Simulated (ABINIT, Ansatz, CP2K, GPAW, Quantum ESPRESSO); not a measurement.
**Code comparison for LaPb3 (Pm-3m, 4 atoms in the cell)**

Self-consistent single point, at a second geometry (lattice scaled by 0.98). First geometry:

```
LaPb3
1.0
    4.92952     0.00000     0.00000
    0.00000     4.92952     0.00000
    0.00000     0.00000     4.92952
La Pb
1 3
Direct
  0.00000   0.00000   0.00000
  0.00000   0.50000   0.50000
  0.50000   0.00000   0.50000
  0.50000   0.50000   0.00000
```

Shared settings, as Ansatz (an electronic-structure program) writes them: kpoints.mp_grid.grid = 7 7 7; scf.occupations.method = gaussian; scf.occupations.width = 0.136 eV. Potentials and cutoffs stand in the table.

```
code                                                                                             model  ΔF from the first geometry (meV/atom)  pressure (GPa)       cutoff
----------------  ------------------------------------------------------------------------------------  -------------------------------------  --------------  -----------
Quantum ESPRESSO                                   LDA (PZ), GBRV 1.5 ultrasoft (LDA) pseudopotentials                                  -19.1           -0.08        40 Ry
Ansatz                                                             LDA (PW92), PAW files made with PBE                                  -18.5           -0.01      default
GPAW                                     LDA (Perdew-Wang 92), GPAW PAW datasets LDA (gpaw-data 1.0.1)                                  -20.9           -0.24       800 eV
ABINIT                                                              LDA (PW92), PAW (JTH v2.0 LDA PAW)                                  -17.2           -0.23        26 Ha
CP2K              LDA (Pade form), GPW, DZVP-MOLOPT-SR-GTH basis, GTH-PADE potentials (GTH_POTENTIALS)                                  -20.4           -0.20  grid 500 Ry
```

On Ansatz's run: spin-orbit coupling is off.

The spread over the programs that give each value: ΔF from the first geometry within 3.7 meV/atom; pressure within 0.23 GPa.

CP2K uses small atom-centred bases, whose incompleteness enters pressures, forces and empty levels differently from a plane-wave cutoff. Ansatz's pressure is given at a fixed set of plane waves, as the other plane-wave codes print theirs. The same LDA comes in different parametrisations, which differ slightly.

The starting cell comes from a database of computed structures (which also holds hypothetical and non-ambient phases and stackings), without a prior relaxation at this level. Its lattice was rescaled by a random factor within 2.5 % of one. For this run, on top of that: lattice scaled by 0.98.

Left out of this page: Elk and FLEUR (not drawn, or without a comparable value).

Keys are those of Ansatz 0.2.
